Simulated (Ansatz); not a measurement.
**PbSe: biaxial strain −2.44 %, plane normal [001], relaxed out of plane**

Base system: PbSe in the rock salt structure (space group Fm-3m, No. 225; a = 6.1780 Å). Axes: x, y, z lie along the cube axes.

Perturbation: compressive biaxial strain of 2.44 % in the plane normal to [001], as in epitaxy on a mismatched substrate; the out-of-plane cell vector and the atoms relax.

All numbers come from r2SCAN, PAW, 500 eV (Ansatz, a first-principles code; no spin-orbit coupling). Γ-centred 9×9×9 mesh, Fermi–Dirac width 0.05 eV.

* **Volume per atom**: 28.20 Å³ (base 29.48 Å³)
* **Shortest interatomic distance**: 3.014 Å (base 3.089 Å)
* **Energy relative to the base (free energy F)**: +17 meV/atom
* **Band gap**: 0.48 eV (base 0.67 eV)
* **Gap character**: direct at N
* **Valley order (the lowest conduction-band minima on the path, energy above the VBM, named in the base's zone)**: L along [1-1-1] 0.48 eV; a point along [1-10], about 0.6 Å⁻¹ from Γ 1.36 eV (base L along ⟨111⟩ 0.67 eV; a point along ⟨110⟩, about 0.6 Å⁻¹ from Γ 1.46 eV)
* **Out-of-plane strain**: +0.51 %
* **Ratio −ε⊥/ε∥**: 0.21
* **Mean in-plane stress (compression positive)**: +4.0 GPa

Spin-orbit coupling, missing from the scalar runs, can matter with Pb. Stability against distortions was not tested. k-point labels follow each cell's own Brillouin zone.
